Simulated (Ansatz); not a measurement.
The parent structure is GaN in the zinc blende structure (space group F-43m, No. 216; a = 4.498 Å).

Levels (all Ansatz, an electronic-structure program, PAW, earlier PAW set): r2SCAN (500 eV, no spin-orbit coupling); HSE06+SOC (420 eV, noncollinear with spin-orbit coupling).

The geometry is relaxed with r2SCAN.

```
Property                                    Value
----------------------------  -------------------
r2SCAN valence-band top at Γ  0.00, 0.00, 0.00 eV
r2SCAN band gap                           2.17 eV
```

Q: Predict the valence-band top at Γ and band gap from HSE06+SOC.

A: The valence-band top at Γ (three highest Kramers pairs, from the VBM) goes from 0.00, 0.00, 0.00 eV to 0.00, 0.00, -0.02 eV; the band gap grows by 0.82 eV (2.17 eV → 2.99 eV). The threefold valence maximum splits by Δso ≈ 21 meV.

Single points use the geometry relaxed with r2SCAN. The spin-orbit shifts are approximate. No phonon test of stability was made. This is not the structure that GaN has at room temperature and ambient pressure.
